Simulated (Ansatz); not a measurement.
# Carrier properties of SrO under load (space group Fm-3m)

Here is the system:

```xyz
2
Lattice="0.0000 2.5054 2.5054 2.5054 0.0000 2.5054 2.5054 2.5054 0.0000" Properties=species:S:1:pos:R:3 pbc="T T T"
Sr     0.0000     0.0000     0.0000
O      2.5054     2.5054     2.5054
```

Calculation: r2SCAN, rigid bands (plane waves, PAW, scalar-relativistic; Ansatz, an electronic-structure program). Condition of this run: hydrostatic pressure of 7.2 GPa (compression positive) (the target of the relaxation). Geometry: cell and atoms relaxed with PBEsol, then loaded as said.

The band gap is 3.75 eV, the electron conductivity mass (300 K, dilute) is 0.50 mₑ and the hole conductivity mass (300 K, dilute) is 1.28 mₑ. The effective density of states N_c (300 K) is 3.2e19 cm⁻³, the effective density of states N_v (300 K) comes out as 5.8e20 cm⁻³ and the density-of-states mass, electrons comes out as 1.18 mₑ. The density-of-states mass, holes is 8.1 mₑ. The Seebeck coefficient, n-type 1e19 cm⁻³, 300 K is -316 μV/K. The best n-type power factor at 300 K for τ = 10 fs (best axis; densities from 1e16 to 1e21 cm⁻³ tried, whether or not they can be reached) is 10.6 μW/(cm·K²) at 1e20 cm⁻³ and the Seebeck coefficient, p-type 1e19 cm⁻³, 300 K is 583 μV/K.

Rigid bands; masses and Seebeck coefficients take one relaxation time τ for all states and one kind of carrier; polarons and phonon drag are left out. Spin-orbit coupling is left out; where it splits the top of the valence band, N_v and the p-type Seebeck coefficient come out somewhat high without it. Geometry: cell and atoms relaxed with PBEsol.
